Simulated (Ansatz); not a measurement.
Base system: Os in the hcp (Mg type) structure (space group P6_3/mmc, No. 194).

```yaml
crystal:
  lattice:
    - [2.72941, 0.00000, 0.00000]
    - [-1.36471, 2.36374, 0.00000]
    - [0.00000, 0.00000, 4.30640]
  atoms:
    - { symbol: Os, position: [0.33333, 0.66667, 0.75000] }
    - { symbol: Os, position: [0.66667, 0.33333, 0.25000] }
```

Calculations: PBEsol (Ansatz, a first-principles code, PAW, spin-orbit coupling left out).

Before the change:

- Lattice parameter a: 2.729 Å

One thing is altered: cell and atoms relaxed at a pressure of 7 GPa.

Problem. What does the calculation give for the lattice parameter a after the change?

Solution. The lattice parameter a decreases by 0.0148 Å (2.729 Å → 2.715 Å).

Load acts through the strain it causes; cell and atoms are relaxed under it. No phonon test of stability was made. No other phases were tried under pressure. The final runs are not spin-polarised.
